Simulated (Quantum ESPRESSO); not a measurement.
## Converging the plane-wave cutoff: ZnPt (P4mm, 2 atoms in the cell)

```
CELL_PARAMETERS angstrom
      2.84231     0.00000     0.00000
      0.00000     2.84231     0.00000
      0.00000     0.00000     3.48408
ATOMIC_POSITIONS crystal
  Zn 0.50000 0.50000 0.51435
  Pt 0.00000 0.00000 0.00000
```

Level of theory: PBEsol, PSlibrary ultrasoft (PBE) pseudopotentials (plane waves; Quantum ESPRESSO 7.5).

Base settings: ecutwfc = 50 Ry; ecutrho = 500 Ry; occupations = smearing; smearing = fermi-dirac; degauss = 0.0073499 Ry; input_dft = pbesol; potentials = {Zn: Zn.pbe-dn-rrkjus_psl.1.0.0.UPF, Pt: Pt.pbe-n-rrkjus_psl.1.0.0.UPF}; K_POINTS = automatic 4 4 4 0 0 0; conv_thr = 1e-10 Ry; mixing_beta = 0.4.

Moved along: ecutrho.

The second cell is the first with its lattice scaled by 0.98.

The mesh stays at the base's, so the ladder's end is converged at best in this setting alone.

Only quantities that move along the ladder and can be compared are tabulated.

The count of work is k-points × plane waves × bands × iterations; it is no time. 

The starting cell comes from a database of computed structures (which also holds hypothetical and non-ambient phases and stackings), without a prior relaxation at this level. Its lattice was rescaled by up to half a per cent. One atom was moved a little off its site on purpose. Spin polarisation is off. Without a gap this mesh is coarse (it stands for a supercell whose shortest vector is 11 Å).

```csv
ecutwfc,free energy less the last step's (meV/atom),energy of the compressed cell less the first (meV/atom),pressure (GPa),largest difference of a force vector from the last step's (eV/Å),count of work / last
17.5 Ry,28636.35,649.24,-1094.97,0.295,0.069
20 Ry,14047.86,16.77,-627.74,0.129,0.072
22 Ry,7847.75,-79.31,-394.67,0.248,0.096
25 Ry,3132.57,-84.25,-188.06,0.129,0.097
28 Ry,1157.27,20.86,-84.58,0.004,0.12
30 Ry,565.04,45.36,-47.13,0.003,0.13
35 Ry,97.20,29.96,-8.60,0.001,0.16
40 Ry,48.13,31.00,-1.05,0.000,0.19
45 Ry,44.82,30.82,-1.43,0.001,0.25
50 Ry,31.09,30.77,-2.11,0.000,0.29
55 Ry,15.82,30.77,-1.86,0.000,0.34
60 Ry,7.39,30.86,-1.31,0.000,0.39
68 Ry,4.28,30.78,-0.89,0.000,0.47
75 Ry,3.79,30.79,-0.93,0.000,0.50
88 Ry,1.36,30.74,-0.98,0.000,0.69
100 Ry,0.27,30.74,-0.89,0.000,0.83
120 Ry,0.00,30.75,-0.89,0.000,1.0
```

Coarsest ecutwfc that holds the free energy within 5 meV/atom of the last step, with all finer ones: 68 Ry; the step before is off by 7.4 meV/atom.

Coarsest ecutwfc that holds the pressure within 0.5 GPa of the last step, with all finer ones: 60 Ry, at 0.39 of the last step's count of work; the step before is off by 0.97 GPa.

Coarsest ecutwfc that holds the energy of the compressed cell less the first within 0.2 meV/atom of the last step, with all finer ones: 45 Ry, at 0.25 of the last step's count of work; the step before is off by 0.25 meV/atom.

The energy difference between the two cells stays within 1 meV/atom of the last step's from 35 Ry on, the total only from 100 Ry on: much of the error is common to both cells and cancels.

Two neighbours can agree and both be off: 68 Ry and 75 Ry differ by 0.49 meV/atom in the free energy, yet lie about 3.8 meV/atom from the last step.

At the lowest cutoff the pressure lies 1090 GPa under the last step's, the usual sign of Pulay stress in an incomplete plane-wave basis.
